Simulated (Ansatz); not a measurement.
```
AlN
1.0
    3.11356     0.00000     0.00000
   -1.55678     2.69643     0.00000
    0.00000     0.00000     4.98326
Al N
2 2
Direct
  0.66667   0.33333   0.49901
  0.33333   0.66667   0.99901
  0.66667   0.33333   0.88099
  0.33333   0.66667   0.38099
```

Method: PBEsol, rigid bands (plane waves, PAW, scalar-relativistic; Ansatz, a first-principles code). Geometry: cell and atoms relaxed with PBEsol.

Predict the electron conductivity mass (n e² τ/σ) at 300 K, by direction if it differs.

0.31 (x), 0.31 (y), 0.30 (z) mₑ.

Predict the hole conductivity mass (n e² τ/σ) at 300 K, by direction if it differs.

3.7 (x), 3.7 (y), 0.41 (z) mₑ.

And the band gap?

4.10 eV at this level; semilocal functionals usually fall short of the measured gap.

Rigid bands, one relaxation time for all states, no polarons. Spin-orbit coupling is left out; where it splits the top of the valence band it changes the hole mass and lowers the gap by about a third of the splitting.
